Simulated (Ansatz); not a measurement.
The parent structure is InP in the zinc blende structure (space group F-43m, No. 216; a = 5.907 Å). Axes: x, y, z lie along the cube axes.

The values are results of r2SCAN (Ansatz, an electronic-structure program, PAW, no SOC), not measurements.

Strains are applied to the cell and any free atomic positions relax; under biaxial strain the out-of-plane vector relaxes too.

One change was made to it. Results:

The energy increases by 8.9 meV/atom; the shortest interatomic distance grows by 0.0196 Å, from 2.558 Å to 2.577 Å; the band gap drops by 0.29 eV, from 1.03 eV to 0.74 eV.

Problem. Which change produced these results?
A) biaxial strain +3.00 %, plane normal [001], relaxed out of plane
B) biaxial strain +1.50 %, plane normal [001], relaxed out of plane
C) biaxial strain +0.50 %, plane normal [001], relaxed out of plane
D) biaxial strain +2.50 %, plane normal [001], relaxed out of plane

Solution. D, biaxial strain +2.50 %, plane normal [001], relaxed out of plane. For comparison, the band gap in the other runs: biaxial strain +3.00 %, plane normal [001], relaxed out of plane gives 0.68 eV; biaxial strain +1.50 %, plane normal [001], relaxed out of plane gives 0.85 eV; biaxial strain +0.50 %, plane normal [001], relaxed out of plane gives 0.97 eV.

Whether these cells are dynamically stable was not tested.
